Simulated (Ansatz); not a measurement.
# What biaxial strain +2.00 %, plane normal [001], relaxed out of plane does to CdF2

Base system: CdF2 in the fluorite structure (space group Fm-3m, No. 225; a = 5.384 Å). Axes: x, y, z lie along the cube axes.

Now apply this change: biaxial strain +2.00 %, plane normal [001], relaxed out of plane (Cartesian); in-plane vectors clamped, the third vector and the atoms free.

Level of theory: PBEsol (Ansatz, a program for electronic structure), without spin-orbit coupling. Settings: 11×11×11 k-points, 0.05 eV Fermi–Dirac smearing.

```json
[
 {"quantity": "volume per atom", "base": "13.01 Å³", "changed": "13.33 Å³", "shift": "+0.327 Å³"},
 {"quantity": "space group", "base": "Fm-3m (No. 225)", "changed": "I4/mmm (No. 139)", "shift": "–"},
 {"quantity": "shortest interatomic distance", "base": "2.331 Å", "changed": "2.351 Å", "shift": "+0.020 Å"},
 {"quantity": "energy relative to the base (free energy F)", "base": "0 meV/atom", "changed": "+6.2 meV/atom", "shift": "+6.2 meV/atom"},
 {"quantity": "pressure (mean of the normal stresses, compression positive)", "base": "0.0 kbar", "changed": "-25.4 kbar", "shift": "-25.4 kbar"},
 {"quantity": "band gap", "base": "2.94 eV", "changed": "2.81 eV", "shift": "-0.13 eV"},
 {"quantity": "gap character", "base": "–", "changed": "indirect, X–R (71 % along) → Γ", "shift": "–"},
 {"quantity": "smallest direct gap", "base": "3.43 eV", "changed": "3.33 eV", "shift": "-0.10 eV"},
 {"quantity": "electron mass", "base": "0.37 mₑ (at Γ)", "changed": "0.37 mₑ (at Γ)", "shift": "–"},
 {"quantity": "out-of-plane strain", "base": "–", "changed": "-1.46 %", "shift": "–"},
 {"quantity": "ratio −ε⊥/ε∥", "base": "–", "changed": "0.73", "shift": "–"},
 {"quantity": "mean in-plane stress (compression positive)", "base": "–", "changed": "-3.8 GPa", "shift": "–"}
]
```

Final structure (turned so that z lies along the plane normal):

```
CELL_PARAMETERS angstrom
      3.88317     0.00000     0.00000
      0.00000     3.88317     0.00000
      1.94159    -1.94159     2.65254
ATOMIC_POSITIONS crystal
  Cd 0.00000 0.00000 0.00000
  F  0.75000 0.75000 0.50000
  F  0.25000 0.25000 0.50000
```

Cost of the whole job for the changed cell (relaxation, final SCF and bands): very roughly 29 core-seconds.

Effective masses come from finite differences of ±0.01 Å⁻¹. Whether these cells are dynamically stable was not tested. Labels are those of the standard path for the cell's own space group.
